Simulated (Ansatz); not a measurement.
Consider CdSe in the wurtzite structure (space group P6_3mc, No. 186).

```
CdSe
1.0
    4.38279     0.00000     0.00000
   -2.19140     3.79561     0.00000
    0.00000     0.00000     7.15437
Cd Se
2 2
Cartesian
  0.00000   2.53041   0.00090
  2.19140   1.26520   3.57808
  0.00000   2.53041   2.68915
  2.19140   1.26520   6.26633
```

Cartesian axes are those of the cell as printed.

All numbers come from Ansatz (an electronic-structure program), PBE, PAW, cutoff 420 eV, without spin-orbit coupling.

Before the change:

| Quantity | Result |
|---|---|
| Pressure | 0.00 GPa |
| Valence-band top at Γ | 0.00, 0.00, -0.04 eV |
| Band gap | 0.54 eV |

Perturbation: compressive biaxial strain of 3.00 % in the plane normal to [001], as in epitaxy on a mismatched substrate; the out-of-plane cell vector and the atoms relax.

### Question
How does this affect the pressure?

### Answer
The pressure (mean of the normal stresses, compression positive) goes from zero to 1.63 GPa.

### Question
Estimate the effect on the valence-band top at Γ.

### Answer
The valence-band top at Γ (three highest levels, from the VBM) becomes 0.00, 0.00, -0.31 eV (base: 0.00, 0.00, -0.04 eV).

### Question
Predict the new out-of-plane strain.

### Answer
The out-of-plane strain is +2.54 %.

### Question
What happens to the band gap?

### Answer
The band gap falls by 0.058 eV to 0.49 eV.

Whether these cells are dynamically stable was not tested.
